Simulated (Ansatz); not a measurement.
```
Ce
1.0
    0.00000     2.42316     2.29488
    2.29488     0.00000     2.29488
    2.29488     2.42316     0.00000
Ce
1
Direct
  0.00000   0.00000   0.00000
```

No spin polarisation.

Calculations: PBEsol (Ansatz, a quantum-chemistry and plane-wave program, PAW, no SOC), earlier PAW set. Γ-centred 25×25×25 mesh, Fermi–Dirac width 0.1 eV.

Question: Predict the pressure and band gap.

Answer: Pressure (mean of the normal stresses, compression positive): -2.3 GPa
Band gap: zero

Open 4f shells without U are poorly described, and the f state was not checked. The cells carry an imposed strain or load. No phonon test of stability was made. All final runs are without spin polarisation. The cell was made from Ce in the fcc (Cu type) structure (space group Fm-3m, No. 225) by this change: uniaxial strain ε_yy = +5.59 %.
